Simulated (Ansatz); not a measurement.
**A computed series for SiC: response to strain**

Start from SiC in the wurtzite structure (space group P6_3mc, No. 186; a = 3.056 Å, c = 5.016 Å).

Strains are applied to the cell and any free atomic positions relax.

Level of theory: Ansatz (an electronic-structure program) LDA, no spin-orbit coupling.

Notes on the quantities. energy relative to the base: free energy F.

| change | electron mass | shortest interatomic distance | band gap | width of the top valence band | energy relative to the base |
|---|---|---|---|---|---|
| base | 0.26 mₑ along c, 0.43 mₑ across (at K) | 1.871 Å | 2.13 eV | 3.95 eV | 0 meV/atom |
| isotropic strain −3.00 % | 0.25 mₑ along c, 0.41 mₑ across (at K) | 1.815 Å | 1.96 eV | 4.20 eV | +64 meV/atom |
| isotropic strain −2.40 % | 0.25 mₑ along c, 0.41 mₑ across (at K) | 1.827 Å | 1.99 eV | 4.14 eV | +41 meV/atom |
| isotropic strain −1.80 % | 0.25 mₑ along c, 0.41 mₑ across (at K) | 1.838 Å | 2.03 eV | 4.08 eV | +22 meV/atom |
| isotropic strain −1.20 % | 0.26 mₑ along c, 0.42 mₑ across (at K) | 1.849 Å | 2.07 eV | 4.02 eV | +9.8 meV/atom |
| isotropic strain −0.60 % | 0.26 mₑ along c, 0.42 mₑ across (at K) | 1.860 Å | ? | 3.96 eV | ? |

What belongs in the blanks?


- isotropic strain −0.60 %, band gap: 2.10 eV
- isotropic strain −0.60 %, energy relative to the base: +2.4 meV/atom

Effective masses come from finite differences of ±0.01 Å⁻¹. Stability against distortions was not tested.
